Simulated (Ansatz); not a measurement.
Consider CdS in the wurtzite structure (space group P6_3mc, No. 186).

```xyz
4
Lattice="4.1966 0.0000 0.0000 -2.0983 3.6344 0.0000 0.0000 0.0000 6.8302" Properties=species:S:1:pos:R:3 pbc="T T T"
Cd     0.0000     2.4229     6.8245
Cd     2.0983     1.2115     3.4094
S      0.0000     2.4229     2.5656
S      2.0983     1.2115     5.9807
```

Computed with DFT with PBE, PAW potentials and a 420 eV plane-wave cutoff in Ansatz (a program for electronic structure), scalar-relativistic without spin-orbit coupling, earlier PAW set.

Carriers are added at fixed cell with a uniform background; the Fermi–Dirac width is that of 300 K.

One change was made to it. Results:

```tsv
quantity	base	after
Fermi level relative to the doped band's edge (positive inside the band; to 0.05 eV)	–	+0.55 eV
gap between the host's bands	1.11 eV	1.55 eV
gap character	direct at Γ	direct at Γ
```

Question: Which of these changes matches the shifts?
(A) holes 2.0×10^21 cm⁻³
(B) holes 1.0×10^22 cm⁻³
(C) electrons 1.5×10^21 cm⁻³
(D) electrons 2.0×10^21 cm⁻³
(E) electrons 1.0×10^22 cm⁻³

Answer: B, holes 1.0×10^22 cm⁻³. For comparison, the Fermi level from band edge in the other runs: electrons 1.5×10^21 cm⁻³ gives +1.55 eV; electrons 1.0×10^22 cm⁻³ gives +2.40 eV; holes 2.0×10^21 cm⁻³ gives +0.25 eV; electrons 2.0×10^21 cm⁻³ gives +1.65 eV.

Charged cell with a jellium background: band edges are those of the host's band count, energies are not comparable with the neutral cell, and many-body gap narrowing is missing. Semilocal Kohn–Sham gaps tend to fall short of experiment. No phonon test of stability was made.
